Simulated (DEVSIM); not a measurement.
Device: Mo/SiO2/n-Si capacitor, at 250 K.

```tsv
layer (left to right)	material	thickness (nm)	Nd (cm⁻³)
1	SiO2	6.20	-
2	Si	4100	2e16
```

Metal gate on the left, work function 4.6 eV. Fixed charge at the semiconductor interface -1.6e11 cm⁻² (in units of +e); interface traps 2.9e12 cm⁻² eV⁻¹, uniform in energy, neutral level at 0.7 of the gap above the valence band.

This is a model device: material constants are rounded textbook-type values typed into the input, and sizes, dopings and lifetimes were drawn at random. Values at 300 K; Nc and Nv go as T^1.5, mobilities as T to minus their exponent, the gap by Varshni's rule with the affinity fixed.

| parameter | SiO2 | Si |
|---|---|---|
| gap (eV) | 9 | 1.124 |
| affinity (eV) | 0.9 | 4.05 |
| permittivity | 3.9 | 11.7 |
| Nc (cm⁻³) | - | 2.86e19 |
| Nv (cm⁻³) | - | 3.1e19 |
| Varshni α (eV/K) | - | 0.000473 |
| Varshni β (K) | - | 636 |

Simulated with DEVSIM: 1D Poisson equation in equilibrium, Boltzmann statistics, complete ionisation; no quantum confinement or tunnelling. Metal contacts follow the ideal Schottky-Mott rule: no Fermi-level pinning, no interface dipoles.

Base results: capacitance of the dielectric stack (μF/cm²) 0.557; flat-band voltage (V) 0.60; minimum of the low-frequency capacitance (μF/cm²) 0.267.

Question: What follows from this one change: SiO2 thickness 0.0062 → 0.0043 μm?

Answer: capacitance of the dielectric stack 0.557 → 0.803 μF/cm²; flat-band voltage 0.60 → 0.54 V; minimum of the low-frequency capacitance 0.267 → 0.314 μF/cm².

Question: What follows from this one change: interface trap density 2.9e+12 → 1e+12 cm^-2 eV^-1?

Answer: capacitance of the dielectric stack little changed (0.557 μF/cm²); flat-band voltage 0.60 → 0.50 V; minimum of the low-frequency capacitance 0.267 → 0.152 μF/cm².

Question: What follows from this one change: gate work function 4.6 → 4.3 eV?

Answer: capacitance of the dielectric stack little changed (0.557 μF/cm²); flat-band voltage 0.60 → 0.30 V; minimum of the low-frequency capacitance little changed (0.267 μF/cm²).

Question: What follows from this one change: fixed charge -1.6e+11 → 9.95e+11 cm^-2?

Answer: capacitance of the dielectric stack little changed (0.557 μF/cm²); flat-band voltage 0.60 → 0.27 V; minimum of the low-frequency capacitance little changed (0.267 μF/cm²).

Question: What follows from this one change: temperature 250 → 350 K?

Answer: capacitance of the dielectric stack little changed (0.557 μF/cm²); flat-band voltage 0.60 → 0.46 V; minimum of the low-frequency capacitance little changed (0.270 μF/cm²).
